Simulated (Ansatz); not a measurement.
Consider CdSe in the zinc blende structure (space group F-43m, No. 216; a = 6.1963 Å).

It is then changed as follows: hydrostatic tension (pressure −1 GPa).

Method: PBE (Ansatz, a quantum-chemistry and plane-wave program), no spin-orbit coupling.

Base, band edges from the VBM (valence, conduction): X -1.67, 3.25; W -1.98, 4.79; L -0.67, 2.32; Γ 0.00, 0.49; K -1.36, 3.71; U -1.36, 3.71 eV.

Give the band edges at the high-symmetry points of the new zone, measured from its valence-band maximum.


```csv
point,valence edge (eV),conduction edge (eV)
Γ,0.00,0.45
X,-1.60,3.28
U,-1.30,3.70
K,-1.30,3.70
L,-0.64,2.29
W,-1.89,4.69
```

The gap is 0.45 eV, direct at Γ.

Load acts through the strain it causes; cell and atoms are relaxed under it. Stability against distortions was not tested.
